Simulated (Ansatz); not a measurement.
# Pd under a change: uniaxial strain ε_xx = −2.78 %

Consider Pd in the fcc (Cu type) structure (space group Fm-3m, No. 225; a = 3.910 Å; relaxed with 0.1 eV smearing). Axes: x, y, z lie along the cube axes.

The change: the cell is compressed by 2.78 % along x with no lateral relaxation; the atoms relax in the strained cell.

Calculations: Ansatz (a quantum-chemistry and plane-wave program), r2SCAN, PAW, cutoff 500 eV, no SOC. Γ-centred 29×29×29 mesh, Fermi–Dirac width 0.1 eV.

| quantity | base | changed | shift |
|---|---|---|---|
| space group | Fm-3m (No. 225) | I4/mmm (No. 139) | – |
| shortest interatomic distance | 2.765 Å | 2.727 Å | -0.038 Å |
| energy relative to the base (free energy F) | 0 meV/atom | +8.3 meV/atom | +8.3 meV/atom |
| pressure (mean of the normal stresses, compression positive) | 0.0 GPa | 5.6 GPa | +5.6 GPa |
| band gap | zero | zero | – |
| stress (xx, yy, zz, yz, xz, xy; compression positive) | – | (6.6, 5.2, 5.2, 0.0, 0.0, 0.0) GPa | – |

Final structure:

```yaml
crystal:
  lattice:
    - [0.00000, 1.95520, 1.95520]
    - [1.90084, 0.00000, 1.95520]
    - [1.90084, 1.95520, 0.00000]
  atoms:
    - { symbol: Pd, position: [0.00000, 0.00000, 0.00000] }
```

Whether these cells are dynamically stable was not tested. All final runs are without spin polarisation. Pd has a high density of states at the Fermi level and may be magnetic at this level.
